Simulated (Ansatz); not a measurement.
The parent structure is MoS$_{2}$ in the 2H-MoS2 type structure (space group P6_3/mmc, No. 194; a = 3.173 Å, c = 12.437 Å; layered, stacked along the Cartesian z axis). Axes: x lies along a and z along c of the hexagonal cell.

The change: biaxial strain −0.24 %, plane normal [001], relaxed out of plane (Cartesian); in-plane vectors clamped, the third vector and the atoms free.

Level of theory: r2SCAN+rVV10 (Ansatz, an electronic-structure program, PAW, no spin-orbit coupling).

Base, band edges from the VBM (valence, conduction): K -0.67, 1.07; H -0.75, 1.07; M -1.33, 1.68; L -1.38, 1.70; A -0.29, 2.25; Γ 0.00, 2.24 eV.

Problem. Give the band edges at the high-symmetry points of the new zone, measured from its valence-band maximum.

Solution. 
```json
[
 {"point": "Γ", "valence edge (eV)": "0.00", "conduction edge (eV)": "2.28"},
 {"point": "M", "valence edge (eV)": "-1.32", "conduction edge (eV)": "1.73"},
 {"point": "K", "valence edge (eV)": "-0.65", "conduction edge (eV)": "1.13"},
 {"point": "A", "valence edge (eV)": "-0.30", "conduction edge (eV)": "2.29"},
 {"point": "L", "valence edge (eV)": "-1.37", "conduction edge (eV)": "1.75"},
 {"point": "H", "valence edge (eV)": "-0.73", "conduction edge (eV)": "1.13"}
]
```

The gap is 1.02 eV, indirect, Γ → K–Γ (47 % along).

No phonon test of stability was made.
